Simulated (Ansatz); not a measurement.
## A computed series for hypothetical rock salt BN: response to strain

Start from BN in the rock salt structure (space group Fm-3m, No. 225; a = 3.4827 Å; a hypothetical phase, not in the database extracts checked).

Strains are applied to the cell and any free atomic positions relax.

Computed with plane-wave PAW DFT at the PBEsol level (Ansatz, a first-principles code, 420 eV), scalar-relativistic without spin-orbit coupling.

```tsv
isotropic strain (%)	pressure (GPa)
-5.11	84.7
-3.04	44.1
0	0.0
2.47	?
5.74	-48.1
```

Question: Fit P = P₀ − Bδ + Cδ² with δ = (1 + ε)³ − 1 to the rows shown and predict the withheld row.

Answer: Least squares on the printed values gives P₀ = -0.9 GPa, B = 439 GPa, C = 989 GPa (largest residual 1.5 GPa); this predicts -28.5 GPa, and the run gives -25.3 GPa, 3.2 higher.

Whether these cells are dynamically stable was not tested.
